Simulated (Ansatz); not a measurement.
Band structure of ZrCrF6 (Fm-3m, 8 atoms in the cell).

```xyz
8
Lattice="0.0000 4.1127 4.1127 4.1127 0.0000 4.1127 4.1127 4.1127 0.0000" Properties=species:S:1:pos:R:3 pbc="T T T"
Zr     4.1127     4.1127     4.1127
Cr     0.0000     0.0000     0.0000
F      4.1127     6.1332     4.1127
F      4.1127     2.0921     4.1127
F      2.0921     4.1127     4.1127
F      6.1332     4.1127     4.1127
F      4.1127     4.1127     6.1332
F      4.1127     4.1127     2.0921
```
Moments meant for the start (each program seeds them in its own way; μB, in the order of the atoms Zr Cr F F F F F F): 0.0 3.0 0.0 0.0 0.0 0.0 0.0 0.0.

Method: PBEsol, PAW files made with PBE (plane waves; Ansatz, a program for electronic structure).

Settings: kpoints.mp_grid.grid = 5 5 5; hamiltonian.xc = pbesol; hamiltonian.pseudopotentials = {kind: paw} (the program's default PAW files); magnetization.spin_polarized = true; scf.occupations.method = fermi_dirac; scf.occupations.width = 0.1 eV; kpoints.band_path.npoints = 8.

The starting cell comes from a database of computed structures (which also holds hypothetical and non-ambient phases and stackings), without a prior relaxation at this level. Its lattice was rescaled by a random factor within 2.5 % of one. With one magnetic atom in the cell only a parallel order is possible.

Levels in eV from the Fermi level, bands 33 to 40 of the first spin channel:
| point | 33 | 34 | 35 | 36 | 37 | 38 | 39 | 40 |
|---|---|---|---|---|---|---|---|---|
| Γ | -1.57 | -1.57 | -1.57 | -0.28 | -0.28 | 1.60 | 1.60 | 1.60 |
| X | -1.56 | -1.29 | -1.29 | -0.27 | -0.06 | 1.58 | 1.58 | 1.60 |
| W | -1.38 | -1.38 | -1.29 | -0.11 | 0.02 | 1.54 | 1.54 | 1.58 |
| K | -1.45 | -1.32 | -1.31 | -0.05 | -0.04 | 1.54 | 1.54 | 1.57 |
| L | -1.36 | -1.34 | -1.34 | 0.20 | 0.20 | 1.43 | 1.50 | 1.50 |
| U | -1.45 | -1.32 | -1.31 | -0.05 | -0.04 | 1.54 | 1.54 | 1.57 |

Bands cross the Fermi level along this path, so the cell is metallic at this level.

The net moment of the cell came out as 4.00 μB.

Keys are those of Ansatz 0.2.
